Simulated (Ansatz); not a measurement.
Start from HgSe in the zinc blende structure (space group F-43m, No. 216; a = 6.133 Å). Axes: x, y, z lie along the cube axes.

Level of theory: Ansatz (a program for electronic structure), PBEsol, PAW, cutoff 420 eV, no spin-orbit coupling.

For the base:

```
Property                         Value
-----------------------------  -------
Band gap                          zero
Shortest interatomic distance  2.656 Å
```

The change: the cell is stretched by 5.34 % along z with no lateral relaxation, atoms relaxed at fixed cell.

**Question.** How does this affect the band gap?

**Answer.** The band gap remains zero.

**Question.** What happens to the shortest interatomic distance?

**Answer.** The shortest interatomic distance increases by 0.048 Å, from 2.656 Å to 2.704 Å.

**Question.** Predict the new energy relative to the base.

**Answer.** The energy rises by 15 meV/atom.

A case with no gap was solved on a k-mesh chosen for an insulator, which is coarse for it. Spin-orbit coupling, missing from the scalar runs, can matter with Hg. The cells carry an imposed strain or load. Stability against distortions was not tested. All final runs are without spin polarisation. The zero or small gap of HgSe can change with the level of theory.
